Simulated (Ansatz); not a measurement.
## A computed series for Ta: pressure series

Take Ta in the bcc (W type) structure (space group Im-3m, No. 229; a = 3.282 Å) as the base.

Cell and atoms are relaxed at each pressure.

Level of theory: PBEsol (Ansatz, a first-principles code), scalar-relativistic without spin-orbit coupling.

Notes on the quantities. enthalpy: H = E + PV relative to the base's energy.

```
variant            volume per atom       enthalpy
-----------------  ---------------  -------------
base                      17.68 Å³              –
pressure −2 GPa           17.85 Å³  -0.22 eV/atom
pressure −1 GPa           17.76 Å³  -0.11 eV/atom
pressure 0.9 GPa          17.60 Å³  +0.10 eV/atom
pressure 2.1 GPa          17.50 Å³  +0.23 eV/atom
pressure 4.5 GPa                 …  +0.49 eV/atom
pressure 9 GPa            16.98 Å³  +0.97 eV/atom
pressure 15 GPa           16.58 Å³  +1.60 eV/atom
pressure 22.5 GPa         16.13 Å³  +2.37 eV/atom
pressure 30 GPa           15.73 Å³  +3.11 eV/atom
```

Task: Complete the table.

Result: 
- pressure 4.5 GPa, volume per atom: 17.31 Å³

Load acts through the strain it causes; cell and atoms are relaxed under it. Stability against distortions was not tested. No other phases were tried under pressure. All final runs are without spin polarisation.
